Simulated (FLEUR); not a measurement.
Band structure of Ga₂Pt (Fm-3m, 3 atoms in the cell).

```
Ga2Pt
1.0
    0.00000     2.96792     2.96792
    2.96792     0.00000     2.96792
    2.96792     2.96792     0.00000
Ga Pt
2 1
Direct
  0.75000   0.75000   0.75000
  0.25000   0.25000   0.25000
  0.00000   0.00000   0.00000
```

Method: PBEsol, all-electron FLAPW (FLEUR), scalar-relativistic valence.

Settings: Kmax = 3.5 1/bohr; GmaxXC = 14 1/bohr; xcFunctional = PBEs; jspins = 1; l_soc = F; mode = hist; fermiSmearingEnergy = 0.00999582 Htr; mesh (inpgen div1-3) = 8 8 8; inpgen gamma flag = true; Gmax = 14 1/bohr; numbands = 0; maxIterBroyd = 15; imix = Anderson; alpha = 0.05.

The starting cell comes from a database of computed structures (which also holds hypothetical and non-ambient phases and stackings), without a prior relaxation at this level. Spin-orbit coupling is off. Spin polarisation is off. Values depend on the basis (sphere radii, cutoffs, local orbitals), which need not be converged.

Levels in eV from the Fermi level, bands 18 to 25:
```csv
point,18,19,20,21,22,23,24,25
Γ,-3.29,-3.29,0.07,5.18,5.18,5.18,5.20,5.20
X,-3.52,-3.11,-2.86,-1.81,-1.81,1.85,4.18,10.42
W,-3.52,-3.02,-2.84,-2.84,-0.93,4.88,4.88,7.20
K,-3.69,-3.53,-2.97,-2.02,-0.68,2.73,6.12,7.70
L,-3.41,-3.21,-3.21,1.28,1.28,2.97,4.00,5.38
U,-3.69,-3.53,-2.97,-2.02,-0.68,2.73,6.12,7.70
```
